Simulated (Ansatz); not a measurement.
BN (Fmm2), r2SCAN+D4, rigid bands in Ansatz (an electronic-structure program): N_c = 1.49e19 cm⁻³ at 300 K and an electron conductivity mass of 0.220 mₑ along z (a = (0.00, 3.33, 2.16) Å; b = (1.25, 0.00, 2.16) Å; c = (1.25, 3.33, 0.00) Å).

For 1e16 electrons per cm³ at 300 K, place the Fermi level, estimate the Seebeck coefficient of a parabolic band with constant τ, and give mobility and conductivity for τ = 5 fs.

The level lies k_BT ln(N_c/n) = 0.189 eV below the conduction-band minimum. S ≈ −(k_B/e)[ln(N_c/n) + 5/2] = -845 μV/K, against -846 μV/K from the full bands (mean over directions). μ = eτ/m = 40.0 cm²/(V·s) and σ = neμ = 0.0640 S/cm. τ is assumed, not computed.

Band transport and this doping are assumed; polarons and phonon drag are left out. Spin-orbit coupling is left out. Geometry: cell and atoms relaxed with r2SCAN+D4.

Computed structure with no diffraction record at hand here (it may be known, metastable or hypothetical): BN (Fmm2).
